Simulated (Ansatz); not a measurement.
Start from ZnO in the wurtzite structure (space group P6_3mc, No. 186).

```xyz
4
Lattice="3.2795 0.0000 0.0000 -1.6397 2.8401 0.0000 0.0000 0.0000 5.2937" Properties=species:S:1:pos:R:3 pbc="T T T"
Zn     0.0000     1.8934     0.0077
Zn     1.6397     0.9467     2.6546
O      0.0000     1.8934     2.0145
O      1.6397     0.9467     4.6613
```

Cartesian axes are those of the cell as printed.

Computed with PBE in Ansatz (plane waves to 420 eV, PAW, no SOC).

It is then changed as follows: an isotropic linear strain of −3.00 %, atoms relaxed at fixed cell.

Q: Predict the stress tensor and what it implies for the stiffness.

A: Stress of the strained cell less that of the base (GPa, compression positive):
```
  14.43    0.00    0.00
   0.00   14.43    0.00
   0.00    0.00   14.39
```

Then B = −ΔP/(ΔV/V₀) with ΔV/V₀ = -0.0873 gives secant stiffness values (nonlinear terms included at this strain): B (at held cell shape, above the free-shape value) ≈ 165 GPa.

As a check, the harmonic strain energy −½ V₀ Δσ:ε is 50 meV/atom; the computed energy rise is 45 meV/atom.

No phonon test of stability was made.

Ansatz is a program for electronic structure.
